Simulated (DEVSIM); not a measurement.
System: Pt/La2O3/p-GaAs capacitor, at 300 K.

| layer (left to right) | material | thickness (nm) | Na (cm⁻³) |
|---|---|---|---|
| 1 | La2O3 | 21.0 | - |
| 2 | GaAs | 6900 | 8.6e15 |

Metal gate on the left, work function 5.6 eV. Fixed charge at the semiconductor interface -2.1e10 cm⁻² (in units of +e); no interface traps.

The device is made up for the run: typed textbook-type constants, with dimensions and the other settings drawn at random. Values at 300 K.

| parameter | La2O3 | GaAs |
|---|---|---|
| gap (eV) | 5.8 | 1.424 |
| affinity (eV) | 1.8 | 4.07 |
| permittivity | 27 | 12.9 |
| Nc (cm⁻³) | - | 4.7e17 |
| Nv (cm⁻³) | - | 9e18 |

Model (solved in DEVSIM): 1D Poisson equation in equilibrium, Boltzmann statistics, complete ionisation; no quantum confinement or tunnelling. Metal contacts follow the ideal Schottky-Mott rule: no Fermi-level pinning, no interface dipoles.

The interface trap density was swept, all else fixed.

```json
[
 {"interface trap density (cm^-2 eV^-1)": "0", "threshold voltage (band bending 2φF) (V)": "1.48", "flat-band voltage (V)": "0.29", "minimum of the low-frequency capacitance (μF/cm²)": "0.0281"},
 {"interface trap density (cm^-2 eV^-1)": "1e10", "threshold voltage (band bending 2φF) (V)": "1.48", "flat-band voltage (V)": "0.29", "minimum of the low-frequency capacitance (μF/cm²)": "0.0296"},
 {"interface trap density (cm^-2 eV^-1)": "1e11", "threshold voltage (band bending 2φF) (V)": "1.49", "flat-band voltage (V)": "0.28", "minimum of the low-frequency capacitance (μF/cm²)": "0.0430"},
 {"interface trap density (cm^-2 eV^-1)": "3e11", "threshold voltage (band bending 2φF) (V)": "1.51", "flat-band voltage (V)": "0.27", "minimum of the low-frequency capacitance (μF/cm²)": "0.0717"},
 {"interface trap density (cm^-2 eV^-1)": "1e12", "threshold voltage (band bending 2φF) (V)": "1.57", "flat-band voltage (V)": "0.21", "minimum of the low-frequency capacitance (μF/cm²)": "0.162"},
 {"interface trap density (cm^-2 eV^-1)": "2e12", "threshold voltage (band bending 2φF) (V)": "1.65", "flat-band voltage (V)": "0.14", "minimum of the low-frequency capacitance (μF/cm²)": "0.267"}
]
```

From the first row to the last the threshold voltage (band bending 2φF) goes from 1.48 to 1.65. From the first row to the last the flat-band voltage goes from 0.29 to 0.14.
